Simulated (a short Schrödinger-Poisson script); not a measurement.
# MOS inversion layer, SiO2 on p-type Ge(100)

Stack: MOS inversion layer, SiO2 on p-type Ge(100), at 300 K.

```csv
layer,material,thickness (nm),Na (cm⁻³)
1,SiO2,1,-
2,Ge,770,2.9e17
```

Constants are typed, rounded textbook-type inputs, not results; the design itself was drawn at random and stands for no fabricated device. SiO2: permittivity 3.9, conduction-band edge (eV) 3.1, gap (eV) 9, electron mass (mₑ) 0.5. Ge: permittivity 16, conduction-band edge (eV) 0, gap (eV) 0.664, Nv at 300 K (cm⁻³) 6e18.

Channel valleys (confinement mass, in-plane density-of-states mass, number): L4 0.12, 0.295, 4. At the gate the conduction-band edge of layer 1 lies 3.16 eV − eVg above the Fermi level of the channel; the field vanishes at the back. Gaps are held at their typed values at every temperature. Mesh 0.03 nm at interfaces.

Solved with a short Schrödinger-Poisson script written for these runs: 1D Poisson equation in equilibrium, electrons quantum, Hartree (BenDaniel-Duke, 12 states a valley, the channel's in-plane mass for all, wave functions free to enter the dielectric), parabolic valleys, classical holes, full ionisation, no traps, pinning or gate leakage.

```tsv
Vg (V)	electrons (cm⁻²)	C (μF/cm²)	L4 E0 (meV)	L4 E1 (meV)
-0.15	2.12e7	0.305	347.0	408.0
-0.1	1.04e8	0.286	305.3	370.3
-0.05	5.24e8	0.272	263.1	331.6
0	2.70e9	0.268	220.5	292.2
0.05	1.38e10	0.307	178.0	252.7
0.1	6.52e10	0.502	137.7	215.4
0.15	2.33e11	0.940	104.4	185.1
0.2	5.65e11	1.38	81.1	165.0
0.25	1.03e12	1.67	65.1	152.5
0.3	1.57e12	1.86	53.5	144.2
0.35	2.16e12	1.99	44.5	138.5
0.4	2.80e12	2.09	37.1	134.4
0.45	3.46e12	2.17	30.9	131.3
0.5	4.15e12	2.24	25.4	128.9
0.55	4.85e12	2.29	20.5	127.0
0.6	5.57e12	2.34	16.1	125.5
0.65	6.31e12	2.38	12.1	124.3
0.7	7.06e12	2.41	8.4	123.3
0.75	7.81e12	2.44	4.8	122.5
0.8	8.58e12	2.47	1.5	121.8
0.85	9.36e12	2.50	-1.6	121.3
```

Subbands count from the Fermi level.

Only the L valleys are kept; under strong confinement the Δ valleys of Ge fill too.
